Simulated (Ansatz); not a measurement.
Fermi-surface data of AgGa (Pm-3m)

Data:

```
AgGa
1.0
    3.23076     0.00000     0.00000
    0.00000     3.23076     0.00000
    0.00000     0.00000     3.23076
Ga Ag
1 1
Direct
  0.50000   0.50000   0.50000
  0.00000   0.00000   0.00000
```

Method: PBEsol, rigid bands (plane waves, PAW, scalar-relativistic; Ansatz, an electronic-structure program). How the cell was made: cell and atoms relaxed with PBEsol.

The density of states at the Fermi level comes out as 0.700 states/(eV·cell), both spins and the bare Sommerfeld coefficient is 0.83 mJ/(mol of atoms·K²). The drude plasma energy is 9.1 eV, the root-mean-square Fermi velocity comes out as 1.2e6 m/s and the resistivity times τ is 5.9 ×10⁻²² Ω·m·s.

A metal at this level (no band gap); rigid bands, thermally averaged at 300 K, both spins. Spin-orbit coupling is left out. τ is one relaxation time for all states.

Computed structure, not matched to a measured one here, so possibly hypothetical: AgGa (Pm-3m).
